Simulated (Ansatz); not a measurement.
Base system: GaN in the rock salt structure (space group Fm-3m, No. 225; a = 4.219 Å; a model cell).

Computed with PBEsol (Ansatz, a quantum-chemistry and plane-wave program; PAW; 420 eV plane waves; without spin-orbit coupling).

Before the change:

```
Quantity                         Result
-----------------------------  --------
Band gap                        0.54 eV
Shortest interatomic distance  211.0 pm
```

Modification: hydrostatic tension (pressure −1 GPa).

### Question
How does this affect the band gap and shortest interatomic distance?

### Answer
The band gap drops by 0.03 eV to 0.51 eV; the shortest interatomic distance increases by 0.3 pm to 211.3 pm.

Load acts through the strain it causes; cell and atoms are relaxed under it. Whether these cells are dynamically stable was not tested. The base started in Pnma and relaxed to Fm-3m at this level. This is not the structure that GaN has at room temperature and ambient pressure.
